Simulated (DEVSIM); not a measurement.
# abrupt Ge p-n junction

Structure: abrupt Ge p-n junction, at 250 K.

```csv
layer (left to right),material,thickness (μm),Nd (cm⁻³),Na (cm⁻³),τn (s),τp (s)
1,Ge,87.0,-,1.3e18,4.1e-5,4.1e-5
2,Ge,0.890,2.8e17,-,4.1e-5,4.1e-5
```

Left contact: ohmic. Right contact: ohmic. Voltage is applied to the left contact. Recombination: SRH at mid-gap, Auger. Mobility is constant in doping.

This is a model device: material constants are rounded textbook-type values typed into the input, and sizes, dopings and lifetimes were drawn at random. Values at 300 K; Nc and Nv go as T^1.5, mobilities as T to minus their exponent, the gap by Varshni's rule with the affinity fixed.

| parameter | Ge |
|---|---|
| gap (eV) | 0.664 |
| affinity (eV) | 4 |
| permittivity | 16 |
| Nc (cm⁻³) | 1.04e19 |
| Nv (cm⁻³) | 6e18 |
| μn (cm²/Vs) | 3900 |
| μp (cm²/Vs) | 1900 |
| T exponent of μn | 1.66 |
| T exponent of μp | 2.33 |
| Cn (cm⁶/s) | 1e-31 |
| Cp (cm⁶/s) | 1e-31 |
| Varshni α (eV/K) | 0.000477 |
| Varshni β (K) | 235 |

DEVSIM, 1D drift-diffusion, Boltzmann statistics, complete ionisation; no tunnelling, impact ionisation, image-force lowering or self-heating.

```
Quantity                                            Result
---------------------------------------------  -----------
Potential step across the device at zero bias      0.584 V
Largest field in the device at zero bias       170000 V/cm
Dark forward voltage at 1 A/cm²                    0.327 V
Dark forward voltage at 100 A/cm²                  0.428 V
```

Dark forward current:

(V (V), J (A/cm²)): (0.05, 2.4e-6); (0.10, 2.7e-5); (0.15, 0.00028); (0.20, 0.0028); (0.25, 0.029); (0.30, 0.29); (0.35, 3.0); (0.40, 29); (0.45, 260); (0.50, 1300); (0.55, 3300)
